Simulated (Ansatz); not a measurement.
Start from Mo in the bcc (W type) structure (space group Im-3m, No. 229; relaxed with 0.1 eV smearing).

```
CELL_PARAMETERS angstrom
     -1.55576     1.55576     1.55576
      1.55576    -1.55576     1.55576
      1.55576     1.55576    -1.55576
ATOMIC_POSITIONS crystal
  Mo 0.00000 0.00000 0.00000
```

All numbers come from Kohn–Sham DFT with the LDA functional, run in Ansatz (a quantum-chemistry and plane-wave program) with PAW and 420 eV plane waves, spin-orbit coupling left out.

Before the change:

```
Quantity    Value
--------  -------
Pressure  0.0 GPa
```

Perturbation: every lattice vector is stretched by 2.50 %, atoms relaxed at fixed cell.

### Question
What does the calculation give for the pressure and energy relative to the base after the change?

### Answer
The pressure goes from zero to -18.5 GPa; the energy rises by 71 meV/atom.

The cells carry an imposed strain or load. Whether these cells are dynamically stable was not tested. The final runs are not spin-polarised.
